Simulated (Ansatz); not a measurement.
Take C in the diamond structure (space group Fd-3m, No. 227; a = 3.532 Å) as the base.

Calculations: LDA (Ansatz, a first-principles code; PAW; 420 eV plane waves; without spin-orbit coupling).

For the base:

| Quantity | Value |
|---|---|
| Hole mass | 0.29, 0.29, 0.55 mₑ (at Γ) |
| Lattice parameter a | 3.532 Å |
| Smallest direct gap | 5.62 eV |

Now apply this change: hydrostatic tension (pressure −1 GPa).

Question: Estimate the effect on the hole mass, lattice parameter a and smallest direct gap.

Answer: The hole mass (degenerate bands, along [100]) stays 0.29, 0.29, 0.55 mₑ (at Γ); the lattice parameter a rises by 0.0025 Å (3.532 Å → 3.534 Å); the smallest direct gap is still 5.62 eV.

Load acts through the strain it causes; cell and atoms are relaxed under it. Masses are band curvatures over ±0.01 Å⁻¹ around the edge. Whether these cells are dynamically stable was not tested.
